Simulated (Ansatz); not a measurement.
Base system: Sn in the diamond structure (space group Fd-3m, No. 227; a = 6.566 Å). Axes: x, y, z lie along the cube axes.

Method: Ansatz (an electronic-structure program) r2SCAN, spin-orbit coupling left out.

For the base:

The pressure is 0.0 GPa and the shortest interatomic distance is 2.843 Å.

The change: uniaxial strain ε_zz = −3.00 %, all other strain components held at zero, atoms relaxed at fixed cell.

Task: How does this affect the energy relative to the base, pressure and shortest interatomic distance?

Result: The energy grows by 6.8 meV/atom; the pressure (mean of the normal stresses, compression positive) goes from zero to 1.4 GPa; the shortest interatomic distance drops by 0.028 Å (2.843 Å → 2.815 Å).

No phonon test of stability was made.
